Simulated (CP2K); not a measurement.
Band structure of GaCuSeS (I2_12_12_1, 8 atoms in the cell).

```
CELL_PARAMETERS angstrom
      6.67179     0.00000     0.00000
      2.17956     6.30573     0.00000
     -4.42273    -3.15700     3.87112
ATOMIC_POSITIONS crystal
  Ga 0.13037 0.88037 0.25000
  Ga 0.36963 0.61963 0.75000
  Cu 0.63620 0.38620 0.25000
  Cu 0.86380 0.11380 0.75000
  Se 0.25000 0.49201 0.24201
  Se 0.75000 0.00799 0.25799
  S  0.49942 0.25000 0.74942
  S  0.00058 0.75000 0.75058
```

Method: PBEsol, GPW, DZVP-MOLOPT-SR-GTH basis, GTH-PBE potentials (GTH_POTENTIALS) (CP2K).

Settings: CUTOFF = 600 Ry; REL_CUTOFF = 50 Ry; SMEAR/METHOD = FERMI_DIRAC; ELECTRONIC_TEMPERATURE = 232.09 K; KPOINTS/SCHEME = MONKHORST-PACK 3 3 3; XC_FUNCTIONAL = PBE:PBESOL; Ga/BASIS_SET = DZVP-MOLOPT-SR-GTH; Ga/POTENTIAL = GTH-PBE-q13; Cu/BASIS_SET = DZVP-MOLOPT-SR-GTH; Cu/POTENTIAL = GTH-PBE-q11; Se/BASIS_SET = DZVP-MOLOPT-SR-GTH; Se/POTENTIAL = GTH-PBE-q6; S/BASIS_SET = DZVP-MOLOPT-SR-GTH; S/POTENTIAL = GTH-PBE-q6.

The starting cell comes from a database of computed structures (which also holds hypothetical and non-ambient phases and stackings), without a prior relaxation at this level. Spin polarisation is off. Values carry the incompleteness of an atom-centred basis. The potentials were made for another functional than the one used.

Q: Predict the gap along the standard path and the places of the band edges.

A: The gap along the path is 0.30 eV, direct at Γ to within 0.01 eV.

Levels in eV from the top of the valence band on the SCF mesh, bands 33 to 37:
| point | 33 | 34 | 35 | 36 | 37 |
|---|---|---|---|---|---|
| Γ | -1.57 | -0.12 | -0.07 | 0.00 | 0.30 |
| X | -1.38 | -1.19 | -0.68 | -0.63 | 2.03 |
| L | -0.95 | -0.79 | -0.71 | -0.56 | 1.49 |
| T | -0.89 | -0.69 | -0.62 | -0.34 | 1.19 |
| W | -0.91 | -0.91 | -0.56 | -0.56 | 1.63 |
| R | -1.35 | -1.27 | -0.97 | -0.59 | 2.25 |
| X1 | -1.38 | -1.19 | -0.68 | -0.63 | 2.03 |
| Z | -1.22 | -1.12 | -1.11 | -0.66 | 1.72 |
| Y | -1.53 | -1.14 | -0.81 | -0.47 | 2.06 |
| S | -1.35 | -1.25 | -1.08 | -0.50 | 2.22 |

Higher empty bands are left out: an atom-centred basis made for the valence describes them poorly.
